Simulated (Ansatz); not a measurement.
By hand: reaction energy

Consider the reaction energy. Reaction: Sb (R-3m) + 3/2 H2 (gas) → SbH3 (gas). Negative: the products are lower in energy.

Ansatz (an electronic-structure program) with PAW potentials; structures come from PBE+D3(BJ) relaxations, nuclei static, no net charge. Ansatz runs with its PAW set soft_1. Other levels take these structures. The lattices are those relaxed with PBE+D3(BJ), so at other levels the solids can be strained, which adds to the spread. A dispersion term (D3(BJ), or D4 for r2SCAN) was computed beside these levels and is taken off wherever the name lacks it. Spin-orbit coupling is left out.

Total energies of the cells in eV, at zero smearing width. They compare only within one column; the weights balance every element.

```tsv
cell	atoms	weight	r2SCAN	RPBE
Sb (R-3m)	2	−1	-12998.36990	-12986.48112
SbH3 (gas)	4	+2	-6545.92213	-6540.43779
H2 (gas)	2	−3	-31.88930	-32.07063
```

r2SCAN: − (-12998.36990) + 2 × (-6545.92213) − 3 × (-31.88930) = 2.194 eV; dividing by 2 gives 1.10 eV.

RPBE: − (-12986.48112) + 2 × (-6540.43779) − 3 × (-32.07063) = 1.817 eV; dividing by 2 gives 0.91 eV.

What follows from the r2SCAN value: Per mole of the reaction as written, 1.097 eV × 96.485 = 105.8 kJ.
